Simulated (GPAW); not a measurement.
## GPAW run on TaN (Fm-3m, 2 atoms in the cell): self-consistent single point

Level of theory: PBE, GPAW PAW datasets PBE (gpaw-data 1.0.1) (plane waves; GPAW 25.7.0).

Input:

```python
from ase import Atoms
from ase.units import GPa
from gpaw import GPAW, PW

atoms = Atoms(['Ta', 'N'],
              cell=[[0.000000, 2.211325, 2.211325],
                    [2.211325, 0.000000, 2.211325],
                    [2.211325, 2.211325, 0.000000]],
              scaled_positions=[[0.500000, 0.500000, 0.500000],
                                [0.000000, 0.000000, 0.000000]],
              pbc=True)

calc = GPAW(mode=PW(900),
            xc='PBE',
            kpts=(9, 9, 9),
            occupations={'name': 'methfessel-paxton', 'width': 0.2, 'order': 0},
            nbands=-6,
            convergence={'forces': 0.001},
            symmetry={'symmorphic': False, 'tolerance': 0.0005},
            maxiter=150,
            txt='-')

atoms.calc = calc

energy = atoms.get_potential_energy()
print('Energy (eV):', round(energy, 6))
forces = atoms.get_forces()
print('Forces (eV/Ang):')
print(forces.round(5))
stress = atoms.get_stress()
print('Stress (GPa, Voigt):', (stress / GPa).round(4))
```

Log, with long lists cut:

```
Input parameters:
  convergence: {forces: 0.001}
  kpts: [9 9 9]
  maxiter: 150
  mode: {ecut: 900.0000000000001,
         name: pw}
  nbands: -6
  occupations: {name: methfessel-paxton,
                order: 0,
                width: 0.2}
  symmetry: {symmorphic: False,
             tolerance: 0.0005}
  xc: PBE

species:
  Ta:
    name: Tantalum
    Z: 73.0
    valence: 13
    core: 60
    charge: 0.0
    file: Ta.PBE.gz

    # Using partial waves for Ta as LCAO basis

  N:
    name: Nitrogen
    Z: 7.0
    valence: 5
    core: 2
    charge: 0.0
    file: N.PBE.gz

    # Using partial waves for N as LCAO basis

Reference energy: -425654.162905  # eV

Spin-paired calculation

Convergence criteria:
 Maximum [total energy] change in last 3 cyles: 0.0005 eV / valence electron
 Maximum integral of absolute [dens]ity change: 0.0001 electrons / valence electron
 Maximum integral of absolute [eigenst]ate change: 4e-08 eV^2 / valence electron
 Maximum change in the atomic [forces] across last 2 cycles: 0.001 eV/Ang OR
Maximum error relative to the maximum force is below inf
 Maximum number of scf [iter]ations: 150

Symmetries present (total): 48
Symmetries with fractional translations: 0
729 k-points: 9 x 9 x 9 Monkhorst-Pack grid
35 k-points in the irreducible part of the Brillouin zone
       k-points in crystal coordinates                weights
   0:     0.00000000    0.00000000    0.00000000          1/729
   1:     0.11111111    0.11111111    0.00000000          6/729
   2:     0.11111111    0.11111111    0.11111111          8/729
   [... 7 lines left out ...]
          ...
  34:     0.44444444    0.44444444    0.44444444          8/729

Wave functions: Plane wave expansion
  Cutoff energy: 900.000 eV
  Number of coefficients (min, max): 1316, 1363
  Pulay-stress correction: 0.000000 eV/Ang^3 (de/decut=0.000000)

Occupation numbers: Methfessel-Paxton:
  width: 0.2000  # eV
  order: 0

Eigensolver

Densities:
  Coarse grid: 24*24*24 grid
  Fine grid: 48*48*48 grid
  Total Charge: 0.000000

Density mixing:
  Method: separate
  Backend: pulay
  Linear mixing parameter: 0.05
  old densities: 5
  Damping of long wavelength oscillations: 50

Hamiltonian:
  XC and Coulomb potentials evaluated on a 48*48*48 grid
  External potential:
    NoExternalPotential

XC parameters: PBE with 2 nearest neighbor stencil

Number of atoms: 2
Number of atomic orbitals: 17
Number of bands in calculation: 15
Number of valence electrons: 18
Bands to converge: occupied

Density initialized from atomic densities
  15 bands from LCAO basis set

Atomic positions and initial magnetic moments

Positions:
   0 Ta     2.211325    2.211325    2.211325    ( 0.0000,  0.0000,  0.0000)
   1 N      0.000000    0.000000    0.000000    ( 0.0000,  0.0000,  0.0000)

Unit cell:
           periodic     x           y           z      points  spacing
  1. axis:    yes    0.000000    2.211325    2.211325    24     0.1064
  2. axis:    yes    2.211325    0.000000    2.211325    24     0.1064
  3. axis:    yes    2.211325    2.211325    0.000000    24     0.1064

  Lengths:   3.127286   3.127286   3.127286
  Angles:   60.000000  60.000000  60.000000

Effective grid spacing dv^(1/3) = 0.1161

     iter     time        total  log10-change:
                         energy   eigst   dens  force
iter:   1 --:--:--   -21.657124
iter:   2 --:--:--   -21.175728   -0.99  -1.01
iter:   3 --:--:--   -20.020940   -1.16  -1.07
iter:   4 --:--:--   -19.983778   -1.82  -1.46
iter:   5 --:--:--   -20.008385   -2.00  -1.60
iter:   6 --:--:--   -20.003620   -2.66  -2.11
iter:   7 --:--:--   -19.998932   -3.36  -2.38
iter:   8 --:--:--   -19.997074c  -3.51  -2.61
iter:   9 --:--:--   -19.997064c  -4.70  -3.36
iter:  10 --:--:--   -19.997033c  -5.59  -3.40
iter:  11 --:--:--   -19.997035c  -7.06  -4.22c
iter:  12 --:--:--   -19.997035c  -7.60c -4.63c
iter:  13 --:--:--   -19.997035c  -9.18c -4.65c -29.24c

Converged after 13 iterations.

Dipole moment: (-0.000000, -0.000000, -0.000000) |e|*Ang

Energy contributions relative to reference atoms: (reference = -425654.162905)

Kinetic:        +15.228304
Potential:      -16.071327
External:        +0.000000
XC:             -19.099248
Entropy (-ST):   -0.018169
Local:           -0.045679
SIC:             +0.000000
--------------------------
Free energy:    -20.006119
Extrapolated:   -19.997035

Showing only first 2 kpts
 Kpt  Band  Eigenvalues  Occupancy
  0     7     11.47515    2.00000
  0     8     13.21928    2.00000
  0     9     13.21928    2.00000
  0    10     13.21928    2.00000

  1     7     10.90701    2.00000
  1     8     12.66642    2.00000
  1     9     14.38709    2.00000
  1    10     14.38709    2.00000

Fermi level: 15.15251

No gap
No difference between direct/indirect transitions
Energy (eV): -19.997035

Forces in eV/Ang:
  0 Ta    0.00000    0.00000    0.00000
  1 N    -0.00000    0.00000   -0.00000

Stress tensor:
     0.006117     0.000000     0.000000
     0.000000     0.006117    -0.000000
     0.000000    -0.000000     0.006117
Stress (GPa, Voigt): [ 0.9801  0.9801  0.9801 -0.      0.      0.    ]
```

The run converged in 13 iterations. GPAW prints stress with tension positive.

At such cutoffs GPAW's stress carries a finite-basis (Pulay) error, which enters relaxed cells too; its log prints stress with tension positive.

The starting cell comes from a database of computed structures (which also holds hypothetical and non-ambient phases and stackings), without a prior relaxation at this level. Spin-orbit coupling is off. Spin polarisation is off.
